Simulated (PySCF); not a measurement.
PySCF 2.14.0, PBE0/def2-svp, df: Mo(NH)(F)3(OMe) (C[O][Mo](=[NH])([F])([F])[F]), 11 atoms. The geometry is a generated start, not checked to be a minimum at this level.

```json
{
 "task": "energy",
 "method": "pbe0",
 "basis": "def2-svp",
 "two_electron_scheme": "density fitting",
 "mol.max_memory": "3000 MB",
 "mf.max_cycle": "100",
 "mf.init_guess": "minao (default)",
 "mf.DIIS": "CDIIS (default)",
 "mf.diis_space": "8 (default)",
 "mf.conv_tol": "1e-09 (default)",
 "mf.grids.level": "3 (default)",
 "effective_core_potentials": "those of the basis set, past Kr",
 "basis_functions": "135",
 "grid_points": "146560"
}
```

```xyz
11

Mo    -1.0933    -0.1887     0.3503
N     -1.8351     0.6744    -0.9464
H     -2.2050     1.1968    -1.7265
F     -2.4972    -0.7612     1.2989
F     -0.9595     1.0511     1.6688
F     -1.0493    -1.9030    -0.2490
O      0.6143    -0.0837     0.1098
C      1.9815    -0.0128    -0.0885
H      2.1948     0.2362    -1.1356
H      2.4076     0.7693     0.5594
H      2.4411    -0.9786     0.1588
```

Charge 0 and multiplicity 1 are set for this test and not shown to be the ground state.

One run each on 2 threads, 1 BLAS thread. Values of level_shift (Hartree) tried: 0 (default), 0.1, 0.3, 1.

Task: How does the count of Fock builds change with level_shift (Hartree), and where is it least?

Result: Fewest Fock builds, within one of each other: 0 (default) with 14, 0.1 with 14. The count rises to 38 at 1. All converge to one solution.

```tsv
level_shift (Hartree)	Fock builds	end
0 (default)	14	same solution
0.1	14	same solution
0.3	17	same solution
1	38	same solution
```
